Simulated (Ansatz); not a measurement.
**Ge: Se on a Ge site, symmetric start**

The parent structure is a 24-atom supercell of Ge in the diamond structure (space group Fd-3m, No. 227; a = 5.676 Å) at its relaxed geometry.

Perturbation: a neutral Se on a Ge site, symmetric start, atoms relaxed at fixed cell.

Computed with Ansatz (a first-principles code), PBEsol, PAW, cutoff 420 eV, without spin-orbit coupling, earlier PAW set. Γ-centred 5×4×5 mesh, Fermi–Dirac width 0.05 eV.

| quantity | base | changed | shift |
|---|---|---|---|
| pressure | 0.0 GPa | 1.3 GPa | +1.3 GPa |
| energy gained by relaxation | – | 0.36 eV | – |
| mean distance from the defect site to its nearest host atoms | 246 pm | 260 pm | +14.7 pm |

Final structure:

```
Ge23Se
1.0
    0.00000     5.67612     5.67612
    5.67612    -5.67612     5.67612
    5.67612     5.67612     0.00000
Se Ge
1 23
Direct
  0.33333   0.16275   0.33333
  0.32895   0.16473   0.83552
  0.50062   0.50215   0.50062
  0.50062   0.50215   0.99876
  0.66667   0.83539   0.66667
  0.67038   0.83258   0.16481
  0.83552   0.16473   0.32895
  0.83552   0.16473   0.83552
  0.99876   0.50215   0.50062
  0.00000   0.50190   0.00000
  0.16481   0.83258   0.67038
  0.16481   0.83258   0.16481
  0.51071   0.25382   0.51071
  0.51071   0.25382   0.97858
  0.66667   0.58563   0.66667
  0.66653   0.58285   0.16674
  0.83296   0.91625   0.83296
  0.83296   0.91625   0.33407
  0.97858   0.25382   0.51071
  0.00000   0.25356   0.00000
  0.16674   0.58285   0.66653
  0.16674   0.58285   0.16674
  0.33407   0.91625   0.83296
  0.33333   0.90364   0.33333
```

The cell is small, so the values are those of an ordered compound at a high defect concentration; dilute-limit values will differ. The defect started on the symmetric site and kept its symmetry, so it may sit on a saddle. The final runs are not spin-polarised. The defect cell is not spin-polarised.
